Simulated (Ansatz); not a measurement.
Base system: AlAs in the zinc blende structure (space group F-43m, No. 216; a = 5.675 Å). Axes: x, y, z lie along the cube axes.

One thing is altered: a pure shear with ε_xy = ε_yx = -0.0181, atoms relaxed at fixed cell.

Levels (all Ansatz, a first-principles code, PAW): PBEsol (420 eV, without spin-orbit coupling); PBEsol+SOC (420 eV, noncollinear with spin-orbit coupling).

The geometry is relaxed with PBEsol.

| Property | Result |
|---|---|
| PBEsol width of the top valence band | 2.98 eV |
| PBEsol smallest direct gap | 1.71 eV |
| PBEsol lowest conduction level above the VBM at special points | X 1.11 eV; T 1.18 eV; Γ 1.71 eV; R 1.74 eV |

Predict the width of the top valence band, smallest direct gap and lowest conduction level above the VBM at special points from PBEsol+SOC.

The width of the top valence band goes up by 0.05 eV, from 2.98 eV to 3.03 eV; the smallest direct gap falls by 0.052 eV, from 1.71 eV to 1.65 eV; the lowest conduction level above the VBM at special points becomes X 1.06 eV; T 1.13 eV; Γ 1.65 eV; R 1.69 eV (PBEsol: X 1.11 eV; T 1.18 eV; Γ 1.71 eV; R 1.74 eV).

Single points use the geometry relaxed with PBEsol. Differences between runs with and without spin-orbit coupling are approximate. The cells carry an imposed strain or load. Whether these cells are dynamically stable was not tested. Labels are those of the standard path for the cell's own space group.
